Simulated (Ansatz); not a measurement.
CsCl-type TiCo was calculated with PBEsol in Ansatz (plane waves, PAW).

Numerical settings: plane-wave cutoff 560 eV, 16×16×16 k mesh, Fermi–Dirac smearing 0.1 eV, perturbation theory, no spin polarisation, scalar-relativistic PAW data made under PBE.

The cell has the measured lattice: a = 2.9950 Å, b = 2.9950 Å, c = 2.9950 Å, α = 90.00°, β = 90.00°, γ = 90.00°.

Question: Give the computed TO(Γ) frequency.

Answer: 
TO(Γ) frequency: 194 cm⁻¹

Note: the cell isn't this level's own, so it is under some stress, which shifts stiffness and frequencies.

Ansatz is an electronic-structure program.
